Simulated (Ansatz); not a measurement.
Checking a run of Ansatz (an electronic-structure program) on BeRu3 (I4/mmm, 4 atoms in the cell). The aim is a self-consistent single point with DFT, r2SCAN, plane waves, default PAW files made with PBE.

Cell that was meant: a = 4.7065 Å, b = 4.7065 Å, c = 4.7065 Å, α = 134.88°, β = 134.88°, γ = 65.72°.

Part of the input:

Ansatz 0.2 input:
```yaml
  xc: r2scan
  pseudopotentials: { kind: paw }
scf:
  occupations: { method: fixed }
output:
  forces: true
  eigenvalues: true
```

Output (repeated stretches shortened):

```
WARN ansatz: RAYON_NUM_THREADS=1 ignored (pool sized by the plan → 1); use --threads N
Pseudopotentials: kind: paw
   [... lines left out ...]
PAW frozen core: Ru, regenerated for the run's functional
Initial density: superposition of atomic densities (neutral atoms: chi_scale 0, normalization atom), corrected by the library's trained network
Initial wavefunctions: pseudopotential atomic-orbital guess
Eigensolver: davidson
Functional: x = r2scan, c = r2scan; τ floored in thin density (d = 2e-4 eV/Å³)
SCF iter   1: F=—  HF=-17764.627981 eV  |F-HF|=—  |Δ(HF+E_count)|=         —  Δρ=1.20e-2  dr2=2.29e-2  dr2_τ=3.56e-2  ethr=1.77e-3  ⟨swp⟩=4.3  Hψ=7798  notcnv=0  defer=167
all-band conjugate gradients solve this SCF's bands
   [... lines left out ...]
WARN: the bands overlap at the fill by count (25 filled at each k-point of a channel) …
SCF 1 converged in 9 iterations: F = -17764.661385 eV  dr2 = 9.68e-8
Free energy (F): -17764.661385 eV
Internal energy: -17764.661385 eV  (E = F + TS)
E sigma→0 (E₀):  -17764.661385 eV
Fermi energy:    20.520612 eV
--- Forces (eV/Å), atoms counted from 1 ---
  atom   1  Be     0.00000000     0.00000000     0.00000000
   [... zero for the other atoms too ...]
--- Stress (GPa, compression-positive) ---
       -5.338544       0.000000      -0.000000
        0.000000      -5.338544       0.000000
        0.000000       0.000000      -6.431172
  P = ⅓ Tr σ = -5.7028 GPa (-57.028 kbar)
  The stress holds the Pulay correction. Without it, at fixed plane waves, as pw.x and ABINIT print it: P = -5.7949 GPa
```

### Question
Can these results be used? Check the input.

### Answer
The run is not sound. The fault is fixed (insulator-type) occupations in a metal. Fixed occupations assume a gap. Where bands overlap, the filling has to be decided k-point by k-point from a Fermi level. To fix it, use a smearing (or tetrahedra) with enough empty bands. The run converged in 9 iterations without an error; against the sound input the free energy rises by 84.4 meV/atom and the pressure goes from -7.04 to -5.70 GPa. The full log also holds (shortened here): “WARN: iter 1: σ=0 fill of 25 bands saw a band overlap (occupied 20.5417 eV > unoccupied 18.8047 eV) — on an unconverged iterate often a transient of an (band_overlap_at_count)”.

An input that runs soundly differs in these lines (not the only fix; some lines may just follow from the change or write a value another way):
```diff
-  occupations: { method: fixed }
+  occupations: { method: gaussian, width: 0.1 eV }
```

With that input, the run converged in 8 iterations: free energy E − TS (on the zero of these files) -17764.9990 eV; Fermi level (on the code's own zero) 19.42 eV; pressure -7.04 GPa (DFT, r2SCAN, plane waves, default PAW files made with PBE).

On the sound input: the starting cell comes from a database of computed structures (which also holds hypothetical and non-ambient phases and stackings), without a prior relaxation at this level. Spin polarisation is off. With a pressure of about -7 GPa the cell is away from its equilibrium volume at this level. Ansatz's pressure includes its estimate of the finite-basis (Pulay) stress.
